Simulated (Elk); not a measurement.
A self-consistent single point of Au (Fm-3m, 1 atom in the cell) with Elk.

Method: PBE, all-electron FP-LAPW, Elk's shipped species files, APW+lo basis with extra local orbitals (Elk).

The change in words: lattice scaled by 0.98. Reference geometry:
```xyz
1
Lattice="0.0000 2.0921 2.0921 2.0921 0.0000 2.0921 2.0921 2.0921 0.0000" Properties=species:S:1:pos:R:3 pbc="T T T"
Au     0.0000     0.0000     0.0000
```

Reference input (self-consistent single point, DFT, PBE, all-electron FP-LAPW, Elk's shipped species files, APW+lo basis with extra local orbitals): xctype = 20; rgkmax = 7.5; swidth = 0.00367493 Ha; ngridk = 18 18 18; gmaxvr = 16 1/bohr; nxlo = 2; lorbcnd = true; lmaxi = 3; maxscl = 100. This run's input differs from it in these lines:

```diff
@@ -28,5 +28,5 @@
 avec
-    0.0000000000    3.9535149226    3.9535149226
-    3.9535149226    0.0000000000    3.9535149226
-    3.9535149226    3.9535149226    0.0000000000
+    0.0000000000    3.8744450021    3.8744450021
+    3.8744450021    0.0000000000    3.8744450021
+    3.8744450021    3.8744450021    0.0000000000
```

Log, with long lists cut:

```
│ Self-consistent loop started │
│ Loop number : 1 │
 total energy                :     -19042.6205518
│ Loop number : 2 │
 total energy                :     -19043.4528764
RMS change in Kohn-Sham potential (target) :   0.2161231768     (  0.1000000000E-05)
Absolute change in total energy (target)   :   0.8323246401     (  0.1000000000E-03)
│ Loop number : 3 │
 total energy                :     -19045.0175482
RMS change in Kohn-Sham potential (target) :   0.1961204285     (  0.1000000000E-05)
Absolute change in total energy (target)   :    1.772752911     (  0.1000000000E-03)
│ Loop number : 4 │
   [... lines left out ...]
Absolute change in total energy (target)   :   0.1338953673E-02 (  0.1000000000E-03)
│ Loop number : 16 │
 total energy                :     -19048.0416720
RMS change in Kohn-Sham potential (target) :   0.2119394227E-06 (  0.1000000000E-05)
Absolute change in total energy (target)   :   0.3258771249E-03 (  0.1000000000E-03)
│ Loop number : 17 │
 total energy                :     -19048.0416882
RMS change in Kohn-Sham potential (target) :   0.6899914051E-07 (  0.1000000000E-05)
Absolute change in total energy (target)   :   0.9761231195E-04 (  0.1000000000E-03)
Convergence targets achieved

│ Loop number : 18 │

Energies :
 Fermi                       :     0.311474519598
 total energy                :     -19048.0416894

Density of states at Fermi energy :    7.250486009
 (states/Hartree/unit cell)

Estimated indirect band gap :   0.3608930167E-02
 from k-point    105 to k-point    165
Estimated direct band gap   :   0.6871146890E-01
 at k-point     88

Charges :
 core                        :    48.00000000
 valence                     :    31.00000000
 interstitial                :   0.9075931157
 muffin-tins (core leakage)
  species :    1 (Au)
   atom    1                 :    78.09240688     (  0.1573932803E-03)
 total in muffin-tins        :    78.09240688
 total calculated charge     :    78.99383381
 total charge                :    79.00000000
 error                       :   0.6166185169E-02

│ Self-consistent loop stopped │
```

The run converged in 18 iterations. The count includes the last loop, which Elk runs after its targets are met. 

The starting cell comes from a database of computed structures (which also holds hypothetical and non-ambient phases and stackings), without a prior relaxation at this level. Its lattice was rescaled by a random factor within 2.5 % of one. For this run, on top of that: lattice scaled by 0.98. Spin-orbit coupling is off. Values depend on the basis (sphere radii, cutoffs, local orbitals), which need not be converged. The log's line on a gap gives a spacing of levels on this mesh, which the program prints for metals too.
